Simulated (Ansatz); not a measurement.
```
CELL_PARAMETERS angstrom
      3.83068     0.00000     0.00000
      0.00000     3.83068     0.00000
      0.00000     0.00000     5.36046
ATOMIC_POSITIONS crystal
  Tl 0.00000 0.00000 0.07830
  Nb 0.50000 0.50000 0.55788
  O  0.00000 0.50000 0.46489
  O  0.50000 0.50000 0.88935
  O  0.50000 0.00000 0.46489
```

Relaxed-ion tensors in this frame from DFT at the PBEsol level (Ansatz, a first-principles code). Proper piezoelectric stress tensor e (C/m²):

```
0.00  0.00  0.00  0.00  1.61  0.00
0.00  0.00  0.00  1.61  0.00  0.00
0.55  0.55  0.81  0.00  0.00  0.00
```

Stiffness C (GPa):

```
 174   101  47.4   0.0   0.0   0.0
 101   174  47.4   0.0   0.0   0.0
47.4  47.4  33.0   0.0   0.0   0.0
 0.0   0.0   0.0  27.7   0.0   0.0
 0.0   0.0   0.0   0.0  27.7   0.0
 0.0   0.0   0.0   0.0   0.0  65.5
```

The cell was generated from a structure type, relaxed within its symmetry, and need not be the phase found at ambient conditions. Spin-orbit coupling is not included. Tl is the large-site (A) cation and Nb the one bonded closest to the anions (B).

Problem. Obtain the piezoelectric strain tensor d.

Solution. d = e S with S = C⁻¹, in pC/N:

```
 0.0   0.0   0.0   0.0  58.1   0.0
 0.0   0.0   0.0  58.1   0.0   0.0
-4.4  -4.4  37.2   0.0   0.0   0.0
```
At this level the polar cell without biaxial strain is unstable to a cell-doubling distortion (lowest mode away from Γ 16i cm⁻¹ on a 2×2×2 mesh), so it is not the ground state.
